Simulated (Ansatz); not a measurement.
An Ansatz (an electronic-structure program) input (plane-wave PAW DFT at the r2SCAN level (Ansatz, 500 eV), no spin-orbit coupling, earlier PAW set):

Ansatz 0.2 input:
```yaml
crystal:
  lattice:
    - [0, 3.3372150708, 3.3372150708]
    - [3.3372150708, 0, 3.3372150708]
    - [3.3372150708, 3.3372150708, 0]
  atoms:
    - { symbol: Pb, position: [0.25, 0.25, 0.25] }
    - { symbol: Cd, position: [0, 0, 0] }
basis: { ecutwfc: 500, ecutrho_ratio: 4, xc_grid: 4, fft_grid_basis: typed }
kpoints: { mp_grid: { grid: [12, 12, 12] } }
hamiltonian:
  xc: r2scan
  dispersion: none
  pseudopotentials: { azcp: { folder: ./paw }, kind: paw }
scf: { occupations: { method: fermi_dirac, width: 0.05 }, convergence: { dr2_threshold: 0.0000000002 } }
output: { forces: true, stress: true }
checkpoint: { write: state.ck, write_every: 1000 }
```

Task: Which symmetry and how many k-points will the program report, and about how many plane waves at Γ?

Result: Space group F-43m (ITA 216) with 24 operations, k-points 72 of 1728, and 1917 plane waves at Γ.

Whether these cells are dynamically stable was not tested. The cell was made from CdSe by this change: Se → Pb; the result is a hypothetical phase, not in the database extracts checked.
